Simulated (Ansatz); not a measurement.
All values below come from PBE (plane waves to 420 eV, PAW; Ansatz, a program for electronic structure).

Electrostatic potential energy of an electron, averaged over planes parallel to the surface, in eV from the Fermi level, for Al on the 1x1 (111) surface of fcc Pt, one in a 2x2 cell, started at the site 'bridge Pt-Pt (span 2.8 Å)':

(z (Å), V (eV)): (5.20, 5.67); (5.49, 5.67); (5.78, 5.67); (6.07, 5.67); (6.36, 5.66); (6.64, 5.65); (6.93, 5.63); (7.22, 5.57); (7.51, 5.45); (7.80, 5.17); (8.09, 4.53); (8.38, 3.04); (8.67, -0.72); (8.96, -9.45); (9.24, -18.81); (9.53, -23.27); (9.82, -20.44); (10.11, -11.97); (10.40, -2.97); (10.69, 0.25); (10.98, -2.11); (11.27, -10.50); (11.56, -19.49); (11.84, -23.56); (12.13, -20.52); (12.42, -12.03); (12.71, -3.17); (13.00, -0.11); (13.29, -2.78); (13.58, -11.43); (13.87, -20.12); (14.16, -23.56); (14.44, -19.87); (14.73, -11.03); (15.02, -2.38); (15.31, 0.45); (15.60, -1.77); (15.89, -9.98); (16.18, -19.11); (16.47, -23.42); (16.76, -20.53); (17.04, -12.07); (17.33, -3.15); (17.62, 0.50); (17.91, 1.38); (18.20, 1.62); (18.49, 1.61); (18.78, 1.76); (19.07, 2.53); (19.36, 3.35); (19.64, 3.79); (19.93, 4.02); (20.22, 4.15); (20.51, 4.21); (20.80, 4.24); (21.09, 4.25); (21.38, 4.26); (21.67, 4.27); (21.96, 4.27); (22.24, 4.27); (22.53, 4.27)

Slab: 17 atoms, 6.9 Å thick at the start under the adsorbate (thin: gaps and levels are the slab's own); k 6x6x1, smearing 0.1 eV, dipole-corrected; 8 atoms held, the rest relaxed; held to the start's symmetry, so lower structures may exist; no spin, no spin-orbit, no U, no dispersion correction. At the end it is bonded to 3 Pt. In PBE it is, or lies within 0.03 eV of, the lowest of the starts that converged.

Question: The surface cell has an area of 27.30 Å². What dipole along the normal does the step between the two vacuum levels imply?

Answer: the top vacuum level lies 1.40 eV below the bottom one; p = −ε₀ A ΔV (ε₀ = 0.005526 e/(V·Å)) gives 0.21 e·Å a cell.
